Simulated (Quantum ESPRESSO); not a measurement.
Equation of state of fluorite-structure HfO2 (space group 225): energy against volume (Quantum ESPRESSO, PBEsol)

```
CELL_PARAMETERS angstrom
      0.00000     2.46625     2.46625
      2.46625     0.00000     2.46625
      2.46625     2.46625     0.00000
ATOMIC_POSITIONS crystal
  Hf 0.00000 0.00000 0.00000
  O  0.25000 0.25000 0.25000
  O  0.75000 0.75000 0.75000
```

Method of the run: PBEsol, GBRV 1.5 ultrasoft (PBESOL) pseudopotentials (plane waves; Quantum ESPRESSO). Settings: ecutwfc = 52 Ry; ecutrho = 416 Ry; occupations = smearing; smearing = fd; degauss = 0.000734986 Ry; potentials = {Hf: hf_pbesol_v1.uspp.F.UPF, O: o_pbesol_v1.2.uspp.F.UPF}; K_POINTS = automatic 11 11 11 0 0 0; conv_thr = 1e-10 Ry. The cell above is the first row's. The rows scale it uniformly. In all rows fractional positions and the k mesh are held. E is the free energy at the stated smearing, counted from the lowest row.

```
V (Å^3/atom)  E (meV/atom)
------------  ------------
10.000                   ?
10.218               13.10
10.435                2.43
10.653                0.00
10.870                4.91
11.087               16.41
11.305               33.90
11.522               56.69
11.740               84.28
```

Task: Using the third-order Birch-Murnaghan form, a cubic in V^(-2/3), estimate the missing E at V = 10.000 from the other rows, showing the fit.

Result: With u = V^(-2/3) - 0.203, the rows have u = 0.009368, 0.006414, 0.003547, 0.000789, -0.001879, -0.004473, -0.006974, -0.009408. Least squares gives E = 7.621 - 3806.87·u + 465176·u² + 384208·u³. Residuals (row less fit): 0.002, -0.012, 0.012, 0.003, -0.004, -0.022, 0.026, -0.009; standard error 0.020 (degrees of freedom: 4). Its minimum lies at u = 0.004071, so V0 = (0.207071)^(-3/2) = 10.61. There d²E/du² = 939700 and d³E/du³ = 2305000, so B0 = (4/9) × 10.61^(-7/3) × 939700 × 0.160218 = 270 GPa (the last factor turns the table's units into GPa), and B0' = 4 + (2/3) × 0.207071 × (2305000)/939700 = 4.3. The program's pressures in the fitted runs (not shown) pass through zero at V = 10.60, 0.11 % from this V0. At the withheld row, u = 0.012443, so E = 7.621 - 3806.87 × 0.012443 + 465176 × 0.012443² + 384208 × 0.012443³ = 33.015 meV/atom. The calculation gives 32.89 meV/atom, 0.125 meV/atom below the prediction (0.1 % of the range of E in the table). The row lies outside the fitted rows, so this is an extrapolation. From the scatter of the fitted rows alone, a prediction at this place has a standard error of 0.058 meV/atom, so the miss is 2.1 times that.

Carrying the step between the two nearest rows on in a straight line would have given 23.82, off by 9.07; series whose last step already gives the withheld value aren't shown. The scan was laid around a cell of about the measured size, scaled by a guess for this functional. This is a high-temperature phase, held here by symmetry. The runs keep the symmetry of the cell, so they don't test it for distortions. Spin-orbit coupling is off. Cutoffs and mesh are single choices, not tested for convergence of this quantity. Series with a scatter that would blur these digits, or in which a gap closes, are not shown. Nor are scans whose minimum lies at an end fitted in this form.
